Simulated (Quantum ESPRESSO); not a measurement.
A self-consistent single point of Na2Cl (P4/mmm, 6 atoms in the cell) with Quantum ESPRESSO.

Computed with PBEsol, SSSP 1.1.2 efficiency (PBE) pseudopotentials (plane waves; Quantum ESPRESSO).

```xyz
6
Lattice="3.5675 0.0000 0.0000 0.0000 3.5675 0.0000 0.0000 0.0000 12.6329" Properties=species:S:1:pos:R:3 pbc="T T T"
Na     0.0000     0.0000     2.8664
Na     0.0000     0.0000     9.7665
Na     0.0000     0.0000     6.3164
Na     1.7837     1.7837     0.0000
Cl     1.7837     1.7837     4.5375
Cl     1.7837     1.7837     8.0954
```

Reference input (self-consistent single point, DFT, LDA (PZ), plane waves, GBRV 1.5 ultrasoft (LDA) pseudopotentials): ecutwfc = 40 Ry; ecutrho = 200 Ry; occupations = smearing; smearing = fd; degauss = 0.0099958 Ry; potentials = {Na: na_lda_v1.5.uspp.F.UPF, Cl: cl_lda_v1.4.uspp.F.UPF}; K_POINTS = automatic 8 8 2 0 0 0; conv_thr = 1e-10 Ry. This run's input differs from it in these lines:

```diff
@@ -13,3 +13,3 @@
   ecutwfc = 40,
-  ecutrho = 200,
+  ecutrho = 320,
   occupations = 'smearing',
@@ -17,2 +17,3 @@
   degauss = 0.0099958,
+  input_dft = 'pbesol',
 /
@@ -22,4 +23,4 @@
 ATOMIC_SPECIES
-Na    22.9898  na_lda_v1.5.uspp.F.UPF
-Cl    35.4500  cl_lda_v1.4.uspp.F.UPF
+Na    22.9898  na_pbe_v1.5.uspp.F.UPF
+Cl    35.4500  cl_pbe_v1.4.uspp.F.UPF
 ATOMIC_POSITIONS {angstrom}
```

Output, abridged:

```
     Self-consistent Calculation

     iteration #  1     ecut=    40.00 Ry     beta= 0.70

     Threshold (ethr) on eigenvalues was too large:
     Diagonalizing with lowered threshold

     negative rho (up, down):  3.054E-02 0.000E+00

     total energy              =    -447.22222035 Ry
     estimated scf accuracy    <       0.10572914 Ry

     iteration #  2     ecut=    40.00 Ry     beta= 0.70

     negative rho (up, down):  2.953E-02 0.000E+00

     total energy              =    -447.24795318 Ry
     estimated scf accuracy    <       0.03676767 Ry

     iteration #  3     ecut=    40.00 Ry     beta= 0.70

     negative rho (up, down):  2.931E-02 0.000E+00

     total energy              =    -447.25548018 Ry
     estimated scf accuracy    <       0.00398691 Ry

   [... 5 blocks of this kind left out ...]

     iteration #  9     ecut=    40.00 Ry     beta= 0.70

     negative rho (up, down):  2.926E-02 0.000E+00

     total energy              =    -447.25686092 Ry
     estimated scf accuracy    <          1.2E-10 Ry

     iteration # 10     ecut=    40.00 Ry     beta= 0.70

     negative rho (up, down):  2.925E-02 0.000E+00
     End of self-consistent calculation

     the Fermi energy is     3.8400 ev

!    total energy              =    -447.25686092 Ry
     estimated scf accuracy    <          6.5E-12 Ry
     smearing contrib. (-TS)   =      -0.00498570 Ry
     internal energy E=F+TS    =    -447.25187522 Ry

     convergence has been achieved in  10 iterations

     negative rho (up, down):  2.925E-02 0.000E+00

     Forces acting on atoms (cartesian axes, Ry/au):

     atom    1 type  1   force =     0.00000000    0.00000000    0.00506414
     atom    2 type  1   force =     0.00000000    0.00000000   -0.00506414
     atom    3 type  1   force =     0.00000000    0.00000000    0.00000000
     atom    4 type  1   force =     0.00000000    0.00000000    0.00000000
     atom    5 type  2   force =     0.00000000    0.00000000    0.00197554
   [... lines left out ...]
     Total force =     0.007687     Total SCF correction =     0.000009
   [... lines left out ...]

     negative rho (up, down):  2.925E-02 0.000E+00
          total   stress  (Ry/bohr**3)                   (kbar)     P=       -7.13
  -0.00006449   0.00000000   0.00000000           -9.49        0.00        0.00
   0.00000000  -0.00006449   0.00000000            0.00       -9.49        0.00
   0.00000000   0.00000000  -0.00001651            0.00        0.00       -2.43

   JOB DONE.
```

The run converged in 10 iterations. Against the reference run the pressure goes from -1.97 to -0.71 GPa and the largest force goes from 0.196 to 0.130 eV/Å.

The starting cell comes from a database of computed structures (which also holds hypothetical and non-ambient phases and stackings), without a prior relaxation at this level. Its lattice was rescaled by a random factor within 2.5 % of one. The run gives no clean gap (levels at the Fermi energy touch, overlap or are partly filled at this smearing), which alone does not show that the compound is a metal.

Cost on one core of a shared machine: roughly 60 s.
